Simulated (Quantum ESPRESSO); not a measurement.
Input and output of a self-consistent single point for TeS4O14 (P1, 38 atoms in the cell) (Quantum ESPRESSO).

Method of the run: PBEsol, GBRV 1.5 ultrasoft (PBESOL) pseudopotentials (plane waves; Quantum ESPRESSO).

```yaml
crystal:
  lattice:
    - [6.91236, 0.00000, 0.00000]
    - [1.49879, 6.74805, 0.00000]
    - [2.02144, 1.66545, 11.87520]
  atoms:
    - { symbol: Te, position: [0.06471, 0.94575, 0.75067] }
    - { symbol: Te, position: [0.93977, 0.05485, 0.25019] }
    - { symbol: S, position: [0.46812, 0.92193, 0.85609] }
    - { symbol: S, position: [0.92828, 0.45588, 0.35285] }
    - { symbol: S, position: [0.19831, 0.68842, 0.99886] }
    - { symbol: S, position: [0.30992, 0.80500, 0.50605] }
    - { symbol: S, position: [0.69900, 0.18702, 0.50248] }
    - { symbol: S, position: [0.80156, 0.30633, 0.00393] }
    - { symbol: S, position: [0.21840, 0.49129, 0.68368] }
    - { symbol: S, position: [0.53177, 0.07470, 0.15051] }
    - { symbol: O, position: [0.67735, 0.88105, 0.81614] }
    - { symbol: O, position: [0.88330, 0.66648, 0.31491] }
    - { symbol: O, position: [0.35806, 0.91853, 0.75123] }
    - { symbol: O, position: [0.42743, 0.71914, 0.93344] }
    - { symbol: O, position: [0.62154, 0.90067, 0.09869] }
    - { symbol: O, position: [0.82477, 0.23781, 0.89686] }
    - { symbol: O, position: [0.51138, 0.76879, 0.52827] }
    - { symbol: O, position: [0.90824, 0.34915, 0.25036] }
    - { symbol: O, position: [0.16576, 0.95099, 0.57868] }
    - { symbol: O, position: [0.73234, 0.41552, 0.43779] }
    - { symbol: O, position: [0.06181, 0.84193, 0.92486] }
    - { symbol: O, position: [0.26238, 0.84774, 0.39312] }
    - { symbol: O, position: [0.79713, 0.50965, 0.01209] }
    - { symbol: O, position: [0.77264, 0.15862, 0.60871] }
    - { symbol: O, position: [0.41165, 0.46014, 0.71732] }
    - { symbol: O, position: [0.20275, 0.48545, 0.98910] }
    - { symbol: O, position: [0.93979, 0.15409, 0.07941] }
    - { symbol: O, position: [0.06714, 0.65680, 0.74694] }
    - { symbol: O, position: [0.21913, 0.59428, 0.55411] }
    - { symbol: O, position: [0.84124, 0.04935, 0.42472] }
    - { symbol: O, position: [0.17710, 0.75156, 0.10761] }
    - { symbol: O, position: [0.49215, 0.19796, 0.49858] }
    - { symbol: O, position: [0.37387, 0.09225, 0.91038] }
    - { symbol: O, position: [0.64452, 0.08080, 0.25374] }
    - { symbol: O, position: [0.57414, 0.27497, 0.07040] }
    - { symbol: O, position: [0.11458, 0.32999, 0.69078] }
    - { symbol: O, position: [0.10568, 0.36116, 0.40044] }
    - { symbol: O, position: [0.32245, 0.12173, 0.19011] }
```

Reference input (self-consistent single point, DFT, PBEsol, plane waves, GBRV 1.5 ultrasoft (PBESOL) pseudopotentials): ecutwfc = 40 Ry; ecutrho = 200 Ry; occupations = fixed; potentials = {Te: te_pbesol_v1.uspp.F.UPF, S: s_pbesol_v1.4.uspp.F.UPF, O: o_pbesol_v1.2.uspp.F.UPF}; K_POINTS = automatic 2 2 2 1 1 1; nbnd = 118; conv_thr = 1e-08 Ry; mixing_beta = 0.4. This run's input differs from it in these lines:

```diff
@@ -65,3 +65,3 @@
 K_POINTS automatic
-2 2 2  1 1 1
+3 3 2  1 1 1
 CELL_PARAMETERS angstrom
```

Output, abridged:

```
     Self-consistent Calculation

     iteration #  1     ecut=    40.00 Ry     beta= 0.40

     total energy              =   -1143.32249271 Ry
     estimated scf accuracy    <      10.80260573 Ry

     iteration #  2     ecut=    40.00 Ry     beta= 0.40

     total energy              =   -1146.42541382 Ry
     estimated scf accuracy    <       0.52064602 Ry

     iteration #  3     ecut=    40.00 Ry     beta= 0.40

     total energy              =   -1146.42018472 Ry
     estimated scf accuracy    <       0.20522258 Ry

   [... 8 blocks of this kind left out ...]

     iteration # 12     ecut=    40.00 Ry     beta= 0.40

     total energy              =   -1146.46501312 Ry
     estimated scf accuracy    <       0.00000012 Ry

     iteration # 13     ecut=    40.00 Ry     beta= 0.40
     End of self-consistent calculation

     highest occupied, lowest unoccupied level (ev):     1.4269    4.5876

!    total energy              =   -1146.46501315 Ry
     estimated scf accuracy    <          3.6E-09 Ry

     convergence has been achieved in  13 iterations

     Forces acting on atoms (cartesian axes, Ry/au):

     atom    1 type  1   force =    -0.01151405    0.01775894    0.00290175
     atom    2 type  1   force =     0.01609903   -0.02089091    0.00341764
     atom    3 type  2   force =    -0.01901124    0.00182616    0.00756936
     atom    4 type  2   force =    -0.00306553   -0.01623348    0.00679435
     atom    5 type  2   force =     0.00448864    0.00707190   -0.01047111
   [... 29 lines left out ...]
     atom   35 type  3   force =    -0.00213999   -0.00012317    0.00083871
   [... lines left out ...]

     Total force =     0.097730     Total SCF correction =     0.000165

          total   stress  (Ry/bohr**3)                   (kbar)     P=        2.79
   0.00002856  -0.00000306   0.00000101            4.20       -0.45        0.15
  -0.00000306   0.00002238   0.00000619           -0.45        3.29        0.91
   0.00000101   0.00000619   0.00000603            0.15        0.91        0.89

   JOB DONE.
```

The run converged in 13 iterations. Against the reference run the free energy hardly moves (within 1 meV/atom), the pressure stays at 0.28 GPa, the largest force moves little (0.894 to 0.893 eV/Å) and the gap on the mesh goes from 3.417 to 3.161 eV.

The starting cell comes from a database of computed structures (which also holds hypothetical and non-ambient phases and stackings), without a prior relaxation at this level. Its lattice was rescaled by a random factor within 2.5 % of one. Spin-orbit coupling is off. The shifted mesh does not hold Γ, so a gap read on it misses any band edge there.

Cost on one core of a shared machine: roughly 20 min.
